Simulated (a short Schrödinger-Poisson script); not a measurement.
From a short Schrödinger-Poisson script (our own, NumPy): 1D Poisson equation in equilibrium, electrons quantum, Hartree (BenDaniel-Duke, 40 states a valley, the channel's in-plane mass for all, wave functions free to enter the barrier), parabolic valleys, classical holes, full ionisation, no traps, pinning or gate leakage.

Structure: gated In0.52Al0.48As/In0.53Ga0.47As δ-doped gas in a quantum well, at 300 K.

From the gate side: 20 nm In0.52Al0.48As; 20 nm In0.52Al0.48As; 10 nm In0.53Ga0.47As; 4000 nm In0.52Al0.48As, acceptors 3e15 cm⁻³.

Constants are typed, rounded textbook-type inputs, not results; the design itself was drawn at random and stands for no fabricated device. In0.52Al0.48As: permittivity 12.5, conduction-band edge (eV) 0.52, gap (eV) 1.45, electron mass (mₑ) 0.075, Nv at 300 K (cm⁻³) 1.1e19. In0.53Ga0.47As: permittivity 13.9, conduction-band edge (eV) 0, gap (eV) 0.74, Nv at 300 K (cm⁻³) 7.7e18.

Channel valleys (confinement mass, in-plane density-of-states mass, number): Γ 0.041, 0.041, 1. At the gate the conduction-band edge of layer 1 lies 0.65 eV − eVg above the Fermi level of the channel; the field vanishes at the back. Sheet of ionised δ-doping: +2.2e12 e/cm² at 20 nm from the gate. The barrier under the gate holds no holes. Gaps are held at their typed values at every temperature. Mesh 0.08 nm at interfaces.

Task: Give the sheet density of all electrons at Vg = 0.4 V (cm⁻²); the sheet density of all electrons at Vg = -0.1 V (cm⁻²); the centroid of the channel electrons at Vg = 0.4 V (nm).

Result: sheet density of all electrons at Vg = 0.4 V (cm⁻²): 1.15e12; sheet density of all electrons at Vg = -0.1 V (cm⁻²): 3.82e11; centroid of the channel electrons at Vg = 0.4 V (nm): 4.40.
